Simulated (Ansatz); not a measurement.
# Migration barriers: interstitial Li in polar orthorhombic HfO2, charge state +1

System: interstitial Li in polar orthorhombic HfO2 (charge state +1). These are PBE, PAW (plane waves to 420 eV; Ansatz, a first-principles code) values and carry that method's errors.

96-site cell at the relaxed PBE lattice, the Γ point alone, smearing 0.01 eV, spin-restricted, no finite-size correction. Static, classical nuclei. Spin-orbit coupling is left out. The host's phase is taken as given; its stability against other phases was not computed. The charge state is imposed; whether it is stable for some Fermi level was not computed. Sites that were not tried may lie lower.

Barriers: single points on a 2×2×2 k-point mesh shifted by half a step at the bands' geometries.

| Route | Start site over the lowest site run (eV) | Hop (Å) | Forward barrier (eV) | Backward barrier (eV) | Neighbours at the start | Neighbours at the saddle | Saddle order | Forward, on the band's own sampling (eV) |
|---|---|---|---|---|---|---|---|---|
| one Li atom jumps by itself | 0.00 | 2.93 | 1.09 | 1.09 | O at 1.77, O at 1.93, O at 1.94, O at 2.01, O at 2.12 Å | O at 1.66, O at 1.71, O at 1.73 Å | first order | 1.09 |

Paths come from CI-NEB runs.   A further band (one Li atom jumps by itself, 3.37 Å) gave 1.68 eV forward on its own sampling, 1.68 eV above the lowest site run, but a shoulder points to a second hump between its images, so it is not taken as a result.
